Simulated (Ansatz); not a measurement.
A (8,8) TiO2 nanotube, stretched and compressed along its axis from its relaxed period of 3.005 Å, atoms relaxed at each length.

All values below come from PBE (plane waves to 420 eV, PAW; Ansatz, a quantum-chemistry and plane-wave program). Mesh 1×1×12. No spin polarisation, so a magnetic state wasn't tested. One-dimensional cell, images about 11 Å apart. A hypothetical model, rolled from the flat sheet. Symmetry and one short period hold its shape; lower forms weren't sought. Buckling under compression is shut out by symmetry and the short period. Energies are free energies at a Fermi–Dirac width of 0.02 eV, from the unstrained cell.

| strain (%) | energy (meV a period) | axial force (nN) | PBE gap (eV) |
|---|---|---|---|
| -3.0 | +531 | -19.58 | 2.66 |
| -1.5 | +127 | -9.30 | 2.66 |
| 0.0 | 0 | -0.01 | 2.63 |
| +1.5 | +118 | +8.36 | 2.59 |
| +3.0 | +456 | +15.64 | 2.49 |
| +6.0 | +1694 | +27.64 | 2.38 |

The slope of the force at zero strain is 590 nN.
